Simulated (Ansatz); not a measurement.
System: stishovite (SiO2). Method: RPBE (Ansatz, an electronic-structure program, plane waves, PAW).

Numerical settings: plane-wave cutoff 520 eV, 8×8×12 k mesh (along the axes of the cell as run), Fermi–Dirac smearing 0.01 eV, scalar-relativistic PAW data made under PBE.

Computed at the level's own relaxed cell.

```xyz
6
Lattice="4.2737 0.0000 0.0000 0.0000 4.2737 0.0000 0.0000 0.0000 2.6996" Properties=species:S:1:pos:R:3 pbc="T T T"
Si     0.0000     0.0000     0.0000
Si     2.1368     2.1368     1.3498
O      1.3153     1.3153     0.0000
O      3.4521     0.8216     1.3498
O      0.8216     3.4521     1.3498
O      2.9584     2.9584     0.0000
```

### Question
List the 20 lowest band energies at Γ above −25 eV (eV, relative to the valence band maximum), grouping those that round alike.

### Answer
At Γ: -22.03, -18.71 (×2), -18.60, -10.40, -6.07 (×2), -5.67, -5.04, -4.85, -2.92 (×2), -2.47, -0.82 (×2), 0.00, 4.82, 6.72, 8.33 (×2).
